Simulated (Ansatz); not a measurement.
Data:

End structure of the (301) surface of beta tin in its 1x1 cell, outermost plane spacing 0.42 Å in the ideal cut:

```
CELL_PARAMETERS angstrom
      5.93510     0.00000     0.00000
      2.96755     5.67662     0.00000
      0.00000     0.00000    27.00000
ATOMIC_POSITIONS crystal
  Sn 0.75871 0.48257 0.32717
  Sn 0.24361 0.51278 0.32680
  Sn 0.50046 0.99907 0.37205
  Sn 0.00155 0.99689 0.37722
  Sn 0.27099 0.45802 0.44024
  Sn 0.73093 0.53814 0.44025
  Sn 0.00016 0.99967 0.49287
  Sn 0.50137 0.99725 0.50713
  Sn 0.77061 0.45879 0.55975
  Sn 0.23055 0.53890 0.55976
  Sn 0.49998 0.00004 0.62278
  Sn 0.00107 0.99786 0.62795
  Sn 0.25792 0.48415 0.67320
  Sn 0.74282 0.51436 0.67283
```

Set-up: 14 atoms, 10.5 Å thick at the start; mesh 7x7x1; 0.1 eV smearing; dipole correction on; all atoms relaxed; symmetry of the start imposed; no spin, no spin-orbit, no U.

Problem. Estimate the surface energy (mean of both faces) that PBE (Ansatz, a program for electronic structure) returns for this input.

Solution. 0.38 J/m²

Problem. What work function of the top face does PBE give?

Solution. 4.02 eV
